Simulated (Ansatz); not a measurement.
Sr (fcc (Cu type), Fm-3m); conventional cell a = b = c = 6.096 Å, α = β = γ = 90.00°.

**Question.** By how much do the lattice constants and the volume change from 300 K to 650 K (the quasi-harmonic free energy, Ansatz, an electronic-structure program, r2SCAN functional, plane-wave PAW), and how far does the bulk modulus soften?

**Answer.** a by 0.84 %, the volume by 2.55 %; B_T goes from 10.7 to 9.9 GPa. The crystal is held in this phase throughout; melting and phase transitions are not modelled.

The PAW data sets were generated under PBE and serve the other functionals too.
